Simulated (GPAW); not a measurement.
Troubleshooting GPAW: a failed run on Cs2NaAlF6 (Fm-3m, 10 atoms in the cell). The aim is a self-consistent single point with DFT PBEsol, plane waves, GPAW PAW datasets PBEsol (made by gpaw-setup).

Cell that was meant: a = 6.1873 Å, b = 6.1873 Å, c = 6.1873 Å, α = 60.00°, β = 60.00°, γ = 60.00°.

Part of the input:

```python
            xc='PBEsol',
            kpts=(3, 3, 3),
            occupations={'name': 'methfessel-paxton', 'width': 0.01, 'order': 0},
            nbands=33,
            convergence={'forces': 0.001},
            symmetry={'symmorphic': False, 'tolerance': 0.0005},
            maxiter=120,
            txt='-')
```

Output (repeated stretches shortened):

```
Input parameters:
  convergence: {forces: 0.001}
  kpts: [3 3 3]
  maxiter: 120
  mode: {ecut: 950,
         name: pw}
  nbands: 33
  occupations: {name: methfessel-paxton,
                order: 0,
                width: 0.01}
  symmetry: {symmorphic: False,
             tolerance: 0.0005}
  xc: PBEsol

species:
  Cs:
    name: Caesium
    Z: 55.0
    valence: 9
    core: 46
    charge: 0.0
    file: Cs.PBEsol.gz

    # Using partial waves for Cs as LCAO basis

  Na:
    name: Sodium
    Z: 11.0
    valence: 7
    core: 4
    charge: 0.0
    file: Na.PBEsol.gz

    # Using partial waves for Na as LCAO basis

  Al:
    name: Aluminium
    Z: 13.0
    valence: 3
    core: 10
    charge: 0.0
    file: Al.PBEsol.gz

    # Using partial waves for Al as LCAO basis

  F:
    name: Fluorine
    Z: 9.0
    valence: 7
    core: 2
    charge: 0.0
    file: F.PBEsol.gz

    # Using partial waves for F as LCAO basis

Reference energy: -450664.328022  # eV

Spin-paired calculation

Traceback (most recent call last):
   [... frames left out ...]
ValueError: Too few bands!  Electrons: 70.000000, bands: 33
```

### Question
Read the log: what does the program object to, and what is the fix?

### Answer
The fault is too few bands; here the program stops on it instead of giving results. To fix it, raise the band count or leave it to the default. The program stopped before any SCF iteration.

The sound input it was made from differs as follows (other fixes are possible):
```diff
-            nbands=33,
-            convergence={'forces': 0.001},
+            nbands=-4,
+            convergence={'forces': 0.001, 'bands': -2},
```

With that input, the run converged in 28 iterations: free energy E − TS (from the program's reference atoms) -50.6927 eV; top of the valence band (on the code's own zero) 0.88 eV; gap on the k-point mesh 6.56 eV; largest force (vector length) 0.075 eV/Å (DFT PBEsol, plane waves, GPAW PAW datasets PBEsol (made by gpaw-setup)).

On the sound input: the starting cell comes from a database of computed structures (which also holds hypothetical and non-ambient phases and stackings), without a prior relaxation at this level.
